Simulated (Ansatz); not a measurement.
Take PbSe in the rock salt structure (space group Fm-3m, No. 225; a = 6.102 Å) as the base.

Level of theory: plane-wave PAW DFT at the PBEsol level (Ansatz, a first-principles code, 420 eV), spin-orbit coupling left out.

Strains are applied to the cell and any free atomic positions relax.

One change was made to it. Results:

```tsv
quantity	base	after
mean gap deformation potential ΔEg/Δln V	–	+3.6 eV
pressure	0.0 kbar	17.2 kbar
```

Q: Which change produced these results?
A. isotropic strain +2.50 %
B. isotropic strain −0.50 %
C. isotropic strain −1.00 %
D. isotropic strain +1.00 %

A: C, isotropic strain −1.00 %. For comparison, the pressure in the other runs: isotropic strain +2.50 % gives -33.6 kbar; isotropic strain −0.50 % gives 8.3 kbar; isotropic strain +1.00 % gives -14.9 kbar.

With Pb present, leaving out spin-orbit coupling can change the band edges. Whether these cells are dynamically stable was not tested.
